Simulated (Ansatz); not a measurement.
# hcp Ru (0 0 1) on hexagonal La2O3 (0 0 1) (film strained to the substrate, started from cuts of the bulks and a machine-learned relaxation)

A periodic stack without vacuum, hcp Ru (0 0 1) on hexagonal La2O3 (0 0 1) (film strained to the substrate, started from cuts of the bulks and a machine-learned relaxation): substrate slab La24O32, film Ru54, surface cells [[0, -2], [2, 0]] and [[0, -3], [3, 0]], film strained by -3.5 and -3.5 %, outermost planes La/La and Ru/Ru as cut, which need not be the usual terminations and can put a slab off its formula.

The start was prepared with a machine-learned potential, and the result is one local minimum, with the in-plane cell held and forces under 0.04 eV/Å; the film can end far from its bulk form.

All values below come from PBE (plane waves to 420 eV, PAW; Ansatz, a quantum-chemistry and plane-wave program). Spin–orbit coupling is left out; the runs are not spin-polarised; PBE gaps are too small against experiment. Its k-point mesh 4×4×1, Fermi–Dirac width 0.05 eV.

- interface area: 53.8 Å²
- period: 32.35 Å
- gaps between the outermost planes at the two interfaces: 2.92 and 2.89 Å
- La–Ru contacts across the interfaces within 1.22 times the sum of covalent radii: 39, mean 3.63 Å

```
CELL_PARAMETERS angstrom
      7.88132     0.00000     0.00295
      3.94066     6.82542    -0.00041
     -1.30103    -0.00923    32.34779
ATOMIC_POSITIONS crystal
  La 0.17518 0.16619 0.04490
  La 0.67236 0.16631 0.04514
  La 0.17375 0.66683 0.04536
  La 0.67226 0.66890 0.04513
  La 0.35600 0.33400 0.14325
  La 0.85609 0.33396 0.14286
  La 0.35592 0.83402 0.14324
  La 0.85623 0.83380 0.14324
  O  0.53062 0.00057 0.19048
  O  0.03040 0.00076 0.19044
  O  0.53057 0.50062 0.19041
  O  0.03011 0.50079 0.19039
  O  0.18559 0.16749 0.12278
  O  0.68636 0.16739 0.12270
  O  0.18605 0.66720 0.12273
  O  0.68625 0.66681 0.12266
  O  0.34326 0.33424 0.06632
  O  0.84319 0.33382 0.06477
  O  0.34307 0.83361 0.06630
  O  0.84412 0.83346 0.06622
  La 0.20465 0.16741 0.23773
  La 0.70472 0.16749 0.23771
  La 0.20478 0.66743 0.23777
  La 0.70482 0.66731 0.23773
  La 0.38716 0.33424 0.33444
  La 0.88727 0.33413 0.33440
  La 0.38707 0.83438 0.33441
  La 0.88710 0.83445 0.33440
  O  0.56110 0.00177 0.38167
  O  0.06126 0.00139 0.38174
  O  0.56124 0.50068 0.38176
  O  0.06188 0.50062 0.38179
  O  0.21717 0.16746 0.31384
  O  0.71715 0.16756 0.31386
  O  0.21708 0.66770 0.31388
  O  0.71712 0.66762 0.31398
  O  0.37467 0.33419 0.25820
  O  0.87474 0.33418 0.25829
  O  0.37484 0.83407 0.25824
  O  0.87478 0.83410 0.25826
  La 0.23543 0.16785 0.42909
  La 0.73574 0.16792 0.42899
  La 0.23549 0.66817 0.42910
  La 0.73558 0.66784 0.42882
  La 0.41832 0.33485 0.52677
  La 0.91706 0.33643 0.52705
  La 0.41967 0.83415 0.52723
  La 0.91696 0.83451 0.52702
  O  0.24786 0.16807 0.50658
  O  0.74850 0.16801 0.50625
  O  0.24776 0.66866 0.50653
  O  0.74801 0.66816 0.50546
  O  0.40547 0.33473 0.44956
  O  0.90573 0.33443 0.44939
  O  0.40527 0.83478 0.44932
  O  0.90574 0.83470 0.44936
  Ru 0.29948 0.23374 0.61826
  Ru 0.96775 0.23280 0.61948
  Ru 0.63535 0.23372 0.61848
  Ru 0.29951 0.56933 0.61822
  Ru 0.96719 0.56753 0.61756
  Ru 0.63340 0.56700 0.61737
  Ru 0.29818 0.90240 0.61916
  Ru 0.96777 0.90240 0.61948
  Ru 0.63325 0.90216 0.61736
  Ru 0.42177 0.34597 0.68378
  Ru 0.08832 0.34718 0.68455
  Ru 0.75430 0.34748 0.68470
  Ru 0.42334 0.67851 0.68457
  Ru 0.08838 0.67831 0.68446
  Ru 0.75505 0.67935 0.68459
  Ru 0.42334 0.01205 0.68460
  Ru 0.08895 0.01254 0.68501
  Ru 0.75429 0.01217 0.68467
  Ru 0.32184 0.23501 0.75138
  Ru 0.98840 0.23510 0.75144
  Ru 0.65491 0.23508 0.75148
  Ru 0.32185 0.56819 0.75145
  Ru 0.98840 0.56832 0.75142
  Ru 0.65505 0.56835 0.75147
  Ru 0.32186 0.90163 0.75133
  Ru 0.98837 0.90160 0.75138
  Ru 0.65502 0.90168 0.75139
  Ru 0.44418 0.34629 0.82068
  Ru 0.11072 0.34630 0.82074
  Ru 0.77736 0.34649 0.82078
  Ru 0.44424 0.67980 0.82076
  Ru 0.11072 0.67976 0.82079
  Ru 0.77724 0.67978 0.82081
  Ru 0.44407 0.01308 0.82072
  Ru 0.11078 0.01323 0.82077
  Ru 0.77722 0.01323 0.82075
  Ru 0.34453 0.23409 0.88754
  Ru 0.01104 0.23527 0.88801
  Ru 0.67690 0.23559 0.88811
  Ru 0.34501 0.56817 0.88734
  Ru 0.01029 0.56791 0.88721
  Ru 0.67690 0.56903 0.88808
  Ru 0.34454 0.90287 0.88758
  Ru 0.01025 0.90315 0.88729
  Ru 0.67539 0.90304 0.88738
  Ru 0.46441 0.34818 0.95395
  Ru 0.13184 0.34888 0.95384
  Ru 0.79925 0.34677 0.95417
  Ru 0.46445 0.67998 0.95395
  Ru 0.13159 0.68034 0.95213
  Ru 0.80079 0.67995 0.95341
  Ru 0.46671 0.01315 0.95545
  Ru 0.13185 0.01202 0.95384
  Ru 0.80062 0.01182 0.95349
```
